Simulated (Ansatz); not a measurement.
For CaTiO3 (I4/mcm, No. 140; start mp-3442; another space group than a measured phase of this formula), LDA (plane waves, PAW; Ansatz, an electronic-structure program) gives:

| Item | Result |
|---|---|
| lattice parameter a | 5.278 Å |
| c axis length | 7.692 Å |
| enthalpy of formation | -3.528 eV/atom |

Task: What does PBEsol in Ansatz (PAW) give for the same quantities?

Result: 
- lattice constant a: 5.339 Å (increases by 1.2 %)
- lattice parameter c: 7.755 Å (increases by 0.8 %)
- formation enthalpy: -3.234 eV/atom (moves by +0.294 eV/atom)

Changes are worked out from the printed values.

Unless a cell is named, each level is at its own relaxed cell (LDA 10.71, PBEsol 11.05 Å³/atom).

Caveats: the relaxation could not lower the start's symmetry, so the cell can be a saddle point above a distorted one (LDA, PBEsol). Ansatz's density-functional and Hartree–Fock values are scalar-relativistic unless marked +SOC, with PAW data made under PBE.

A start named mp-… is a Materials Project structure, which can be a computed phase never made.
